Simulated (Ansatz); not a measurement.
A computed series for Ir: response to strain

The parent structure is Ir in the fcc (Cu type) structure (space group Fm-3m, No. 225; a = 3.845 Å; relaxed with 0.1 eV smearing). Axes: x, y, z lie along the cube axes.

Strains are applied to the cell and any free atomic positions relax.

Method: Kohn–Sham DFT with the r2SCAN functional, run in Ansatz (a first-principles code) with PAW and 500 eV plane waves, without spin-orbit coupling.

Notes on the quantities. energy relative to the base: free energy F; pressure: mean of the normal stresses, compression positive.

```
variant                         energy relative to the base  volume per atom  pressure
------------------------------  ---------------------------  ---------------  --------
base                                             0 meV/atom         14.21 Å³   0.0 GPa
uniaxial strain ε_zz = −3.00 %                 +27 meV/atom         13.78 Å³  12.6 GPa
uniaxial strain ε_zz = −2.50 %                 +18 meV/atom         13.86 Å³  10.3 GPa
uniaxial strain ε_zz = −2.00 %                 +12 meV/atom         13.93 Å³   8.1 GPa
uniaxial strain ε_zz = −1.50 %                +6.5 meV/atom         14.00 Å³   6.0 GPa
uniaxial strain ε_zz = −1.00 %                +2.9 meV/atom         14.07 Å³   3.9 GPa
uniaxial strain ε_zz = −0.50 %                +0.7 meV/atom         14.14 Å³   1.9 GPa
```

No phonon test of stability was made. The final runs are not spin-polarised.
